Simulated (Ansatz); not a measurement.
This Ansatz (a program for electronic structure) input is the reference run, CsPbCl$_{3}$ in the cubic perovskite structure (space group Pm-3m, No. 221), computed with plane-wave PAW DFT at the PBEsol level (Ansatz, 420 eV), no spin-orbit coupling:

Ansatz 0.2 input:
```yaml
crystal:
  lattice:
    - [5.6187540461, 0, 0]
    - [0, 5.6187540461, 0]
    - [0, 0, 5.6187540461]
  atoms:
    - { symbol: Cs, position: [0, 0, 0] }
    - { symbol: Pb, position: [0.5, 0.5, 0.5] }
    - { symbol: Cl, position: [0, 0.5, 0.5] }
    - { symbol: Cl, position: [0.5, 0.5, 0] }
    - { symbol: Cl, position: [0.5, 0, 0.5] }
basis: { ecutwfc: 420, ecutrho_ratio: 4, xc_grid: 2, fft_grid_basis: typed }
kpoints: { mp_grid: { grid: [6, 6, 6] } }
hamiltonian:
  xc: pbesol
  dispersion: none
  pseudopotentials: { kind: paw }
scf: { occupations: { method: fermi_dirac, width: 0.05 }, convergence: { dr2_threshold: 0.0000000005 } }
output: { forces: true, stress: true }
```

### Question
Write the input for this change: uniaxial strain ε_yy = −2.33 %, all other strain components held at zero; the atoms relax in the strained cell.

### Answer
Ansatz 0.2 input:
```yaml
crystal:
  lattice:
    - [5.6187540461, 0, 0]
    - [0, 5.4878370768, 0]
    - [0, 0, 5.6187540461]
  atoms:
    - { symbol: Cs, position: [0, 0, 0] }
    - { symbol: Pb, position: [0.5, 0.5, 0.5] }
    - { symbol: Cl, position: [0, 0.5, 0.5] }
    - { symbol: Cl, position: [0.5, 0.5, 0] }
    - { symbol: Cl, position: [0.5, 0, 0.5] }
basis: { ecutwfc: 420, ecutrho_ratio: 4, xc_grid: 2, fft_grid_basis: typed }
kpoints: { mp_grid: { grid: [6, 6, 6] } }
hamiltonian:
  xc: pbesol
  dispersion: none
  pseudopotentials: { kind: paw }
scf: { occupations: { method: fermi_dirac, width: 0.05 }, convergence: { dr2_threshold: 0.0000000005 } }
relax: { f_tol: 0.005, max_steps: 50 }
output: { forces: true, stress: true }
checkpoint: { write: state.ck, write_every: 1000 }
```
This is the input that was run.

Whether these cells are dynamically stable was not tested. Many cubic perovskites are stable only at high temperature; tilts and polar distortions were not tested. This is not the structure that CsPbCl3 has at room temperature and ambient pressure.
